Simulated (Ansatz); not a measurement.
Start from TiSi₂ (space group Cmcm, No. 63).

```yaml
crystal:
  lattice:
    - [1.77297, -6.78252, 0.00000]
    - [1.77297, 6.78252, 0.00000]
    - [0.00000, 0.00000, 3.57969]
  atoms:
    - { symbol: Si, position: [0.94084, 0.05916, 0.75000] }
    - { symbol: Si, position: [0.05916, 0.94084, 0.25000] }
    - { symbol: Si, position: [0.25028, 0.74972, 0.75000] }
    - { symbol: Si, position: [0.74972, 0.25028, 0.25000] }
    - { symbol: Ti, position: [0.60320, 0.39680, 0.75000] }
    - { symbol: Ti, position: [0.39680, 0.60320, 0.25000] }
```

Calculations: PBE in Ansatz (plane waves to 420 eV, PAW, scalar-relativistic without spin-orbit coupling), earlier PAW set.

One change was made to it. Results:

```
quantity                             base       after
-----------------------------  ----------  ----------
density                        4.01 g/cm³  4.74 g/cm³
shortest interatomic distance     2.404 Å     2.341 Å
band gap                             zero        zero
```

**Question.** Name the change that was made.
(A) pressure 30 GPa
(B) pressure 60 GPa
(C) pressure −1 GPa
(D) pressure 9 GPa
(E) pressure 1.8 GPa

**Answer.** A, pressure 30 GPa. For comparison, the density in the other runs: pressure 60 GPa gives 5.25 g/cm³; pressure −1 GPa gives 3.98 g/cm³; pressure 1.8 GPa gives 4.07 g/cm³; pressure 9 GPa gives 4.27 g/cm³.

Load acts through the strain it causes; cell and atoms are relaxed under it. No phonon test of stability was made. No other phases were tried under pressure. All final runs are without spin polarisation.

Ansatz is a program for electronic structure.
